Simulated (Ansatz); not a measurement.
Electronic density of states of amorphous Ge44H6, density 4.90 g/cm³, on a 2×2×2 Γ-centred mesh with a Gaussian width of 0.1 eV; energies count from the Fermi level. Cell and mesh are small, so fine structure isn't converged. Method: PBE, scalar-relativistic without spin-orbit coupling (plane waves to 420 eV, PAW; Ansatz, an electronic-structure program). Sampling: a 2×2×2 Γ-centred mesh; Fermi-Dirac width 0.05 eV; no spin polarisation. The levels at the Fermi energy are partly filled. A closed spacing in one fast-quenched cell at PBE doesn't show the material to be a metal.

It comes from a melt-quench run on a machine-learned potential (CHGNet), relaxed afterwards by DFT. The hot cell started wider than the set density and was brought back towards it in steps. It is the lowest in DFT energy of 3 quenches. It is a model cell: composition and starting density were chosen by hand, and all elements were melted together. No dispersion term was used. Its density started from a set value of 4.90 and ended at 4.90 g/cm³. The simulated quench (nominally 550 K/ps over its main leg) is rapid and tends to freeze in more defects than a deposited or slowly cooled glass has. One small periodic cell is one sample of the glass; other quenches scatter about these values. The volume was held where the preparation left it and the shape relaxed, at a PBE pressure of -0.9 GPa (tension). Stress components on the final sampling reach 1.1 GPa. On a 2×2×2 Γ-centred mesh force components of up to 0.33 eV/Å stay, since the relaxation ran on one k-point at (1/4, 1/4, 1/4).

```tsv
E - EF (eV)	states/(eV atom)
-12.00	0.03
-11.90	0.06
-11.80	0.10
-11.70	0.14
-11.60	0.17
-11.50	0.16
-11.40	0.19
-11.30	0.14
-11.20	0.11
-11.10	0.10
-11.00	0.16
-10.90	0.24
-10.80	0.27
-10.70	0.28
-10.60	0.27
-10.50	0.26
-10.40	0.28
-10.30	0.28
-10.20	0.29
-10.10	0.33
-10.00	0.30
-9.90	0.23
-9.80	0.24
-9.70	0.26
-9.60	0.30
-9.50	0.39
-9.40	0.41
-9.30	0.34
-9.20	0.32
-9.10	0.34
-9.00	0.30
-8.90	0.30
-8.80	0.26
-8.70	0.23
-8.60	0.27
-8.50	0.23
-8.40	0.19
-8.30	0.25
-8.20	0.20
-8.10	0.19
-8.00	0.29
-7.90	0.31
-7.80	0.25
-7.70	0.28
-7.60	0.26
-7.50	0.24
-7.40	0.26
-7.30	0.25
-7.20	0.24
-7.10	0.28
-7.00	0.28
-6.90	0.24
-6.80	0.24
-6.70	0.26
-6.60	0.28
-6.50	0.28
-6.40	0.25
-6.30	0.21
-6.20	0.24
-6.10	0.23
-6.00	0.19
-5.90	0.19
-5.80	0.23
-5.70	0.26
-5.60	0.20
-5.50	0.19
-5.40	0.18
-5.30	0.23
-5.20	0.19
-5.10	0.15
-5.00	0.17
-4.90	0.20
-4.80	0.24
-4.70	0.19
-4.60	0.14
-4.50	0.18
-4.40	0.17
-4.30	0.08
-4.20	0.09
-4.10	0.19
-4.00	0.27
-3.90	0.37
-3.80	0.35
-3.70	0.31
-3.60	0.34
-3.50	0.44
-3.40	0.45
-3.30	0.30
-3.20	0.34
-3.10	0.42
-3.00	0.51
-2.90	0.54
-2.80	0.49
-2.70	0.47
-2.60	0.50
-2.50	0.51
-2.40	0.49
-2.30	0.48
-2.20	0.53
-2.10	0.58
-2.00	0.56
-1.90	0.57
-1.80	0.59
-1.70	0.54
-1.60	0.53
-1.50	0.55
-1.40	0.54
-1.30	0.54
-1.20	0.54
-1.10	0.58
-1.00	0.61
-0.90	0.56
-0.80	0.51
-0.70	0.40
-0.60	0.32
-0.50	0.35
-0.40	0.35
-0.30	0.28
-0.20	0.22
-0.10	0.18
0.00	0.17
0.10	0.13
0.20	0.09
0.30	0.16
0.40	0.22
0.50	0.30
0.60	0.33
0.70	0.31
0.80	0.28
0.90	0.28
1.00	0.33
1.10	0.37
1.20	0.38
1.30	0.39
1.40	0.33
1.50	0.35
1.60	0.49
1.70	0.52
1.80	0.43
1.90	0.38
2.00	0.45
2.10	0.50
2.20	0.49
2.30	0.48
2.40	0.51
2.50	0.48
2.60	0.43
2.70	0.45
2.80	0.52
2.90	0.62
3.00	0.53
3.10	0.46
3.20	0.52
3.30	0.54
3.40	0.56
3.50	0.51
3.60	0.48
3.70	0.61
3.80	0.65
3.90	0.58
4.00	0.53
4.10	0.54
4.20	0.56
```
